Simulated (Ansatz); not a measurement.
# Convergence series on FeNiPt6 (P4/mmm, 8 atoms in the cell)

```xyz
8
Lattice="3.8777 0.0000 0.0000 0.0000 3.8777 0.0000 0.0000 0.0000 7.7138" Properties=species:S:1:pos:R:3 pbc="T T T"
Fe     0.0000     0.0000     0.0000
Ni     0.0000     0.0000     3.8569
Pt     1.9389     1.9389     0.0000
Pt     1.9389     1.9389     3.8569
Pt     1.9389     0.0000     1.9188
Pt     1.9389     0.0000     5.7950
Pt     0.0000     1.9389     1.9188
Pt     0.0000     1.9389     5.7950
```
Moments meant for the start (each program seeds them in its own way; μB, in the order of the atoms Fe Ni Pt Pt Pt Pt Pt Pt): 4.0 2.0 0.0 0.0 0.0 0.0 0.0 0.0.

Computed with PBEsol, PAW files made with PBE (plane waves; Ansatz, a quantum-chemistry and plane-wave program).

The starting cell comes from a database of computed structures (which also holds hypothetical and non-ambient phases and stackings), without a prior relaxation at this level. The magnetic order is the one reached from the typed start; others were not searched systematically. In the base run, with a pressure of about -6 GPa the cell is away from its equilibrium volume at this level. Ansatz's pressure includes its estimate of the finite-basis (Pulay) stress.

Held fixed: kpoints.mp_grid.grid = 6 6 3; hamiltonian.xc = pbesol; hamiltonian.pseudopotentials = {kind: paw} (the program's default PAW files); magnetization.spin_polarized = true; scf.occupations.method = cold; scf.occupations.width = 0.1 eV.

ΔF is the free energy per atom less that of the last row (1e-12 eV).

Ansatz corrects its stress for the error left by an unfinished SCF, so loose thresholds cost less than they might elsewhere.

The series runs over scf.convergence.dr2_threshold = 0.1 eV; 0.01 eV; 0.001 eV; 0.0001 eV; 1e-05 eV; 1e-06 eV; 1e-08 eV; 1e-10 eV; 1e-12 eV.

### Question
From which setting on does the energy stay within 0.5 meV/atom of the last one?

### Answer
From scf.convergence.dr2_threshold = 0.001 eV on; the one before it is off by 1.0 meV/atom.

| scf.convergence.dr2_threshold | ΔF (meV/atom) | pressure (GPa) | largest force (eV/Å) | size of the net moment (μB/atom) | iterations |
|---|---|---|---|---|---|
| 0.1 eV | 1.33 | -6.11 | 0.029 | 0.63 | 14 |
| 0.01 eV | 1.04 | -6.12 | 0.029 | 0.63 | 14 |
| 0.001 eV | 0.12 | -6.19 | 0.028 | 0.63 | 15 |
| 0.0001 eV | 0.00 | -6.18 | 0.028 | 0.63 | 17 |
| 1e-05 eV | 0.00 | -6.18 | 0.028 | 0.63 | 18 |
| 1e-06 eV | 0.00 | -6.18 | 0.028 | 0.63 | 21 |
| 1e-08 eV | 0.00 | -6.18 | 0.028 | 0.63 | 31 |
| 1e-10 eV | 0.00 | -6.18 | 0.028 | 0.63 | 31 |
| 1e-12 eV | 0.00 | -6.18 | 0.028 | 0.63 | 32 |

Keys are those of Ansatz 0.2.
